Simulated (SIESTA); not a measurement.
Band structure of Ti3Si (Fm-3m, 4 atoms in the cell).

```
CELL_PARAMETERS angstrom
      0.00000     3.21353     3.21353
      3.21353     0.00000     3.21353
      3.21353     3.21353     0.00000
ATOMIC_POSITIONS crystal
  Ti 0.75000 0.75000 0.75000
  Ti 0.25000 0.25000 0.25000
  Ti 0.00000 0.00000 0.00000
  Si 0.50000 0.50000 0.50000
```
Moments meant for the start (each program seeds them in its own way; μB, in the order of the atoms Ti Ti Ti Si): 0.0 0.0 1.0 0.0.

Method of the run: GGA PBEsol, numerical atomic orbitals DZP, PseudoDojo PBEsol standard norm-conserving potentials (rewritten from UPF to PSML) run with SIESTA 5.4.2.

Settings: XC.functional = GGA; XC.authors = PBEsol; potentials = PseudoDojo PBEsol standard; PAO.BasisSize = DZP; PAO.EnergyShift = 0.005 Ry; MeshCutoff = 400 Ry; kgrid.MonkhorstPack = 7 7 7; OccupationFunction = FD; ElectronicTemperature = 0.05 eV; Spin = polarized; DM.InitSpin = [1 +0.00, 2 +0.00, 3 +1.00, 4 +0.00]; MaxSCFIterations = 150; SCF.Mixer.Method = Pulay; SCF.Mixer.Weight = 0.1.

The starting cell comes from a database of computed structures (which also holds hypothetical and non-ambient phases and stackings), without a prior relaxation at this level. Its lattice was rescaled by a random factor within 2.5 % of one. With one magnetic atom in the cell only a parallel order is possible. Values carry the incompleteness of an atom-centred basis.

Levels in eV from the Fermi level, bands 18 to 23 of the first spin channel:
| point | 18 | 19 | 20 | 21 | 22 | 23 |
|---|---|---|---|---|---|---|
| Γ | -2.00 | -0.48 | -0.48 | -0.48 | 1.49 | 1.95 |
| X | -1.97 | -0.55 | -0.55 | -0.35 | 0.78 | 0.88 |
| W | -0.73 | -0.73 | -0.38 | 0.26 | 0.26 | 0.40 |
| K | -0.82 | -0.76 | -0.28 | 0.11 | 0.31 | 0.56 |
| L | -0.76 | -0.76 | -0.39 | -0.39 | 0.33 | 0.70 |
| U | -0.82 | -0.76 | -0.28 | 0.11 | 0.31 | 0.56 |

Bands cross the Fermi level along this path, so the cell is metallic at this level.

Higher empty bands are left out: an atom-centred basis made for the valence describes them poorly.

The net moment of the cell came out as 1.51 μB.
